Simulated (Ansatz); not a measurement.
An Ansatz (a quantum-chemistry and plane-wave program) input (plane-wave PAW DFT at the PBE level (Ansatz, 420 eV), no SOC):

Ansatz 0.2 input:
```yaml
crystal:
  lattice:
    - [0, 1.7411435629, 1.7411435629]
    - [1.7411435629, 0, 1.7411435629]
    - [1.7411435629, 1.7411435629, 0]
  atoms:
    - { symbol: C, position: [0, 0, 0] }
    - { symbol: C, position: [0.25, 0.25, 0.25] }
basis: { ecutwfc: 420, ecutrho_ratio: 4, xc_grid: 2, fft_grid_basis: typed }
kpoints: { mp_grid: { grid: [16, 16, 16] } }
hamiltonian:
  xc: pbe
  dispersion: none
  pseudopotentials: { kind: paw }
scf: { occupations: { method: fermi_dirac, width: 0.05 }, convergence: { dr2_threshold: 0.0000000002 } }
relax: { f_tol: 0.005, max_steps: 50 }
output: { forces: true, stress: true }
checkpoint: { write: state.ck, write_every: 1000 }
```

Which symmetry and how many k-points will the program report, and about how many plane waves at Γ?

Space group Fd-3m (ITA 227) with 48 operations, k-points 145 of 4096, and 181 plane waves at Γ.

And the final pressure?

37.81 GPa (compression positive).

The cells carry an imposed strain or load. Stability against distortions was not tested. The cell was made from C in the diamond structure (space group Fd-3m, No. 227) by this change: isotropic strain −2.50 %.
